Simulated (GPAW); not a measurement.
# Worked example: self-consistent single point of NiSi₂ (Fm-3m, 3 atoms in the cell) in GPAW

Level of theory: PBE, GPAW PAW datasets PBE (gpaw-data 1.0.1) (plane waves; GPAW 25.7.0).

Input as run:

```python
from ase import Atoms
from ase.units import GPa
from gpaw import GPAW, PW

atoms = Atoms(['Si', 'Si', 'Ni'],
              cell=[[0.000000, 2.696885, 2.696885],
                    [2.696885, 0.000000, 2.696885],
                    [2.696885, 2.696885, 0.000000]],
              positions=[[1.348442, 1.348442, 1.348442],
                         [4.045327, 4.045327, 4.045327],
                         [0.000000, 0.000000, 0.000000]],
              pbc=True)

calc = GPAW(mode=PW(800),
            xc='PBE',
            kpts=(5, 5, 5),
            occupations={'name': 'methfessel-paxton', 'width': 0.1, 'order': 0},
            nbands=-9,
            symmetry={'symmorphic': False, 'tolerance': 0.0005},
            maxiter=150,
            txt='-')

atoms.calc = calc

energy = atoms.get_potential_energy()
print('Energy (eV):', round(energy, 6))
forces = atoms.get_forces()
print('Forces (eV/Ang):')
print(forces.round(5))
stress = atoms.get_stress()
print('Stress (GPa, Voigt):', (stress / GPa).round(4))
```

The program printed (abridged):

```
Input parameters:
  kpts: [5 5 5]
  maxiter: 150
  mode: {ecut: 800.0,
         name: pw}
  nbands: -9
  occupations: {name: methfessel-paxton,
                order: 0,
                width: 0.1}
  symmetry: {symmorphic: False,
             tolerance: 0.0005}
  xc: PBE

species:
  Si:
    name: Silicon
    Z: 14.0
    valence: 4
    core: 10
    charge: 0.0
    file: Si.PBE.gz

    # Using partial waves for Si as LCAO basis

  Ni:
    name: Nickel
    Z: 28.0
    valence: 16
    core: 12
    charge: 0.0
    file: Ni.PBE.gz

    # Using partial waves for Ni as LCAO basis

Reference energy: -57140.686948  # eV

Spin-paired calculation

Convergence criteria:
 Maximum [total energy] change in last 3 cyles: 0.0005 eV / valence electron
 Maximum integral of absolute [dens]ity change: 0.0001 electrons / valence electron
 Maximum integral of absolute [eigenst]ate change: 4e-08 eV^2 / valence electron
 Maximum number of scf [iter]ations: 150

Symmetries present (total): 48
Symmetries with fractional translations: 0
125 k-points: 5 x 5 x 5 Monkhorst-Pack grid
10 k-points in the irreducible part of the Brillouin zone
       k-points in crystal coordinates                weights
   0:     0.00000000    0.00000000    0.00000000          1/125
   1:     0.20000000    0.20000000    0.00000000          6/125
   2:     0.20000000    0.20000000    0.20000000          8/125
   [... 7 lines left out ...]

Wave functions: Plane wave expansion
  Cutoff energy: 800.000 eV
  Number of coefficients (min, max): 1989, 2038
  Pulay-stress correction: 0.000000 eV/Ang^3 (de/decut=0.000000)

Occupation numbers: Methfessel-Paxton:
  width: 0.1000  # eV
  order: 0

Eigensolver

Densities:
  Coarse grid: 25*25*25 grid
  Fine grid: 50*50*50 grid
  Total Charge: 0.000000

Density mixing:
  Method: separate
  Backend: pulay
  Linear mixing parameter: 0.05
  old densities: 5
  Damping of long wavelength oscillations: 50

Hamiltonian:
  XC and Coulomb potentials evaluated on a 50*50*50 grid
  External potential:
    NoExternalPotential

XC parameters: PBE with 2 nearest neighbor stencil

Number of atoms: 3
Number of atomic orbitals: 20
Number of bands in calculation: 21
Number of valence electrons: 24
Bands to converge: occupied

Density initialized from atomic densities
  20 bands from LCAO basis set
  1 band from random numbers

Atomic positions and initial magnetic moments

Positions:
   0 Si     1.348442    1.348442    1.348442    ( 0.0000,  0.0000,  0.0000)
   1 Si     4.045327    4.045327    4.045327    ( 0.0000,  0.0000,  0.0000)
   2 Ni     0.000000    0.000000    0.000000    ( 0.0000,  0.0000,  0.0000)

Unit cell:
           periodic     x           y           z      points  spacing
  1. axis:    yes    0.000000    2.696885    2.696885    25     0.1246
  2. axis:    yes    2.696885    0.000000    2.696885    25     0.1246
  3. axis:    yes    2.696885    2.696885    0.000000    25     0.1246

  Lengths:   3.813971   3.813971   3.813971
  Angles:   60.000000  60.000000  60.000000

Effective grid spacing dv^(1/3) = 0.1359

     iter     time        total  log10-change:
                         energy   eigst   dens
iter:   1 --:--:--   -19.559757
iter:   2 --:--:--   -19.360298   -0.41  -1.16
iter:   3 --:--:--   -19.177151   -1.02  -1.19
iter:   4 --:--:--   -19.076617   -1.94  -1.27
iter:   5 --:--:--   -19.061521   -2.67  -1.73
iter:   6 --:--:--   -19.128724   -2.54  -2.08
iter:   7 --:--:--   -19.068037   -2.76  -2.00
iter:   8 --:--:--   -19.067902   -4.43  -2.95
iter:   9 --:--:--   -19.067922c  -6.15  -3.02
iter:  10 --:--:--   -19.067839c  -5.54  -3.06
iter:  11 --:--:--   -19.068138c  -4.95  -3.26
iter:  12 --:--:--   -19.067809c  -5.01  -3.13
iter:  13 --:--:--   -19.067817c  -6.74  -3.84
iter:  14 --:--:--   -19.067820c  -7.94c -4.09c

Converged after 14 iterations.

Dipole moment: (-0.000004, -0.000004, -0.000004) |e|*Ang

Energy contributions relative to reference atoms: (reference = -57140.686948)

Kinetic:        +16.852812
Potential:      -11.408484
External:        +0.000000
XC:             -24.541318
Entropy (-ST):   -0.006605
Local:           +0.032473
SIC:             +0.000000
--------------------------
Free energy:    -19.071122
Extrapolated:   -19.067820

Showing only first 2 kpts
 Kpt  Band  Eigenvalues  Occupancy
  0    10     11.58691    0.00000
  0    11     11.58691    0.00000
  0    12     11.58691    0.00000
  0    13     12.01566    0.00000

  1    10      8.59914    2.00000
  1    11      9.07497    2.00000
  1    12      9.45744    2.00000
  1    13     12.05225    0.00000

Fermi level: 9.91872

No gap
No difference between direct/indirect transitions
Energy (eV): -19.06782

Forces in eV/Ang:
  0 Si   -0.00000    0.00000    0.00000
  1 Si   -0.00000    0.00000    0.00000
  2 Ni   -0.00000   -0.00000   -0.00000

Stress tensor:
    -0.039860     0.000000    -0.000000
     0.000000    -0.039860     0.000000
    -0.000000     0.000000    -0.039860
Stress (GPa, Voigt): [-6.3863 -6.3863 -6.3863  0.     -0.      0.    ]
```

The run converged in 14 iterations. GPAW prints stress with tension positive.

The starting cell has typed, rounded lattice constants, without a prior relaxation at this level. Its lattice was rescaled by up to half a per cent. Spin polarisation is off. With a pressure of about 6 GPa the cell is away from its equilibrium volume at this level.
